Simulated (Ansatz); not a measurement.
# NbAs: element substitutions

The reference is NbAs (space group I4_1md, No. 109).

```
CELL_PARAMETERS angstrom
     -1.71955     1.71955     5.79612
      1.71955    -1.71955     5.79612
      1.71955     1.71955    -5.79612
ATOMIC_POSITIONS crystal
  Nb 0.99874 0.99874 0.00000
  Nb 0.74874 0.24874 0.50000
  As 0.41726 0.41726 0.00000
  As 0.16726 0.66726 0.50000
```

Each row replaces one element on all its sites; cell and atoms are relaxed.

Levels (all Ansatz, an electronic-structure program, PAW, earlier PAW set): PBEsol (420 eV, without spin-orbit coupling); r2SCAN (500 eV, scalar-relativistic without spin-orbit coupling); PBEsol+SOC (420 eV, spin-orbit coupling included).

Pressures by level, all at the geometries relaxed with PBEsol:

| case | PBEsol | r2SCAN | PBEsol+SOC |
|---|---|---|---|
| base | 0.0 GPa | 4.4 GPa | 0.0 GPa |
| Nb → Si | 0.0 GPa | ? | 0.0 GPa |
| Nb → Sb | 0.0 GPa | ? | 0.1 GPa |

Task: Complete the table.

Result: 
- Nb → Si, r2SCAN: 2.1 GPa
- Nb → Sb, r2SCAN: 2.0 GPa

Single points use the geometry relaxed with PBEsol. Their cutoffs differ, which shifts pressures a little. The spin-orbit shifts are approximate. Whether these cells are dynamically stable was not tested. As relaxed here, SiAs and SbAs are hypothetical phases, not in the database extracts checked. The runs without spin-orbit coupling are not spin-polarised.
